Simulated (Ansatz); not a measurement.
Effect of isotropic strain +2.53 % on hypothetical CdI2 type SiO2

The parent structure is SiO2 in the CdI2 type structure (space group P-3m1, No. 164; a = 2.670 Å, c = 4.542 Å; a hypothetical phase, not in the database extracts checked; layered, stacked along the Cartesian z axis).

The change: an isotropic linear strain of +2.53 %, atoms relaxed at fixed cell.

The values are results of Ansatz (a program for electronic structure), r2SCAN+rVV10, PAW, cutoff 500 eV, without spin-orbit coupling, not measurements. k-mesh 14×14×7 (Γ-centred); smearing 0.05 eV (Fermi–Dirac).

The volume per atom increases by 0.73 Å³, from 9.35 Å³ to 10.08 Å³ and the shortest interatomic distance goes up by 0.025 Å to 1.812 Å. The energy rises by 25 meV/atom and the pressure (mean of the normal stresses, compression positive) goes from zero to -10.36 GPa. The band gap decreases by 0.85 eV, from 7.21 eV to 6.36 eV and the width of the top valence band increases by 0.141 eV, from 1.30 eV to 1.45 eV. The electron mass changes from 0.71 mₑ along c, 0.38 mₑ across (at Γ) to 0.75 mₑ along c, 0.36 mₑ across (at Γ) and the largest internal atomic displacement is 0.040 Å.

Final structure:

```
CELL_PARAMETERS angstrom
      2.73782     0.00000     0.00000
     -1.36891     2.37103     0.00000
      0.00000     0.00000     4.65706
ATOMIC_POSITIONS crystal
  Si 0.00000 0.00000 0.00000
  O  0.66667 0.33333 0.19018
  O  0.33333 0.66667 0.80982
```

Cost of the whole job for the changed cell (relaxation, final SCF and bands): about 30 core-seconds (a rough figure).

Masses are band curvatures over ±0.01 Å⁻¹ around the edge. Stability against distortions was not tested.
